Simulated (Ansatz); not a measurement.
Consider Cu in the fcc (Cu type) structure (space group Fm-3m, No. 225; a = 3.5768 Å).

Level of theory: r2SCAN (Ansatz, an electronic-structure program; PAW; 500 eV plane waves; no SOC).

For the base:

The lattice parameter a comes out as 3.577 Å.

The change: a hydrostatic pressure of 2.1 GPa.

Problem. Predict the new lattice parameter a.

Solution. The lattice parameter a falls by 0.015 Å (3.577 Å → 3.562 Å).

Load acts through the strain it causes; cell and atoms are relaxed under it. No phonon test of stability was made. The final runs are not spin-polarised.
